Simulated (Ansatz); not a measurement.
Amorphous cells of 8 compositions: the gap between the highest filled and lowest empty level at the zone centre, by PBE and by a single point of HSE06 on the same geometry (PBE, scalar-relativistic without spin-orbit coupling (plane waves to 420 eV, PAW; Ansatz, a program for electronic structure); exact exchange cut at the cells' faces). The networks come from melt-quench runs on the CHGNet potential at compositions and starting densities chosen by hand, with anions pushed apart in the CHGNet dynamics, and DFT then relaxed them. The cells are small and were quenched far faster than real films, so single cells scatter. Defect or tail levels can set these gaps. The rows are the first to finish with both values and no moments.

| cell | PBE gap x (eV) | HSE06 gap y (eV) |
|---|---|---|
| A (Si24O51Mo, 2.19 g/cm3) | 1.17 | 2.62 |
| B (Si24O50Ti, 2.24 g/cm3) | 3.53 | 5.33 |
| C (Si24O50Sn, 2.34 g/cm3) | 3.69 | 5.58 |
| D (Si24O51In2, 2.46 g/cm3) | 3.76 | withheld |
| E (Si24O49Ca, 2.35 g/cm3) | 4.23 | 5.95 |
| F (Si24O49Mg, 2.22 g/cm3) | 4.38 | 6.10 |
| G (Si24O50Ge, 2.32 g/cm3) | 4.84 | 6.78 |
| H (Si24O50Hf, 2.44 g/cm3) | 5.19 | 6.98 |

### Question
Fit a straight line through the 7 full rows and predict the withheld value for D (Si24O51In2, 2.46 g/cm3).

### Answer
Means: x = 3.861, y = 5.620. Slope = Σ(Δx Δy) / Σ(Δx²) = 11.49 / 10.51 = 1.09; the r.m.s. residual is 0.092. Prediction: 5.620 + 1.09 × (3.76 − 3.861) = 5.51. The run gave 5.52, 0.01 above the line.
